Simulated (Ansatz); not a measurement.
End structure of a constructed model of the (111) surface of fcc Pd, a pseudomorphic layer of Pt in the host's stacking (bottom of the slab: a bare face, its two planes held):

```yaml
crystal:
  lattice:
    - [2.78861, 0.00000, 0.00000]
    - [-1.39431, 2.41501, 0.00000]
    - [0.00000, 0.00000, 30.00000]
  atoms:
    - { symbol: Pd, position: [0.33333, 0.66667, 0.27066] }
    - { symbol: Pd, position: [0.66667, 0.33333, 0.34656] }
    - { symbol: Pd, position: [0.00000, 0.00000, 0.42230] }
    - { symbol: Pd, position: [0.33333, 0.66667, 0.49822] }
    - { symbol: Pd, position: [0.66667, 0.33333, 0.57406] }
    - { symbol: Pd, position: [0.00000, 0.00000, 0.64963] }
    - { symbol: Pt, position: [0.33333, 0.66667, 0.72641] }
```

Set-up: 7 atoms, 13.8 Å thick at the start; mesh 15x15x1; 0.1 eV smearing; dipole correction on; 2 atoms held, the rest relaxed; symmetry of the start imposed; no spin, no spin-orbit, no U. In PBE it is, or lies within 0.01 eV a 1x1 cell of, the lowest of the 2 structures of its composition computed so far; larger cells were not tried.

**Question.** Predict the work function of the top face from PBE (Ansatz, a program for electronic structure).

**Answer.** 5.72 eV
